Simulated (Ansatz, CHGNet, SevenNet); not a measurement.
## Lattice parameter c of Si3N4 (P6₃/m, No. 176) at several levels of theory

No measured value is used here.

```tsv
level (code)	value (Å)
CHGNet 0.3.0	2.927
CHGNet-r²SCAN	2.916
SevenNet-l3i5	2.925
LDA (Ansatz)	[?]
PBE (Ansatz)	2.926
PBEsol (Ansatz)	2.910
PBE-D3(BJ) (Ansatz)	2.911
r²SCAN (Ansatz)	[?]
r²SCAN+rVV10 (Ansatz)	[?]
```

Question: Fill in the missing entries.

Answer: 
- LDA (Ansatz, a program for electronic structure), value (Å): 2.891
- r²SCAN (Ansatz), value (Å): 2.906
- r²SCAN+rVV10 (Ansatz), value (Å): 2.903

Cutoffs differ between the levels. Ansatz's density-functional and Hartree–Fock values are scalar-relativistic unless marked +SOC, with PAW data made under PBE.

Machine-learned potentials (CHGNet 0.3.0, CHGNet-r²SCAN, SevenNet-l3i5) are trained on DFT data: a solid inside that data is no test of them.
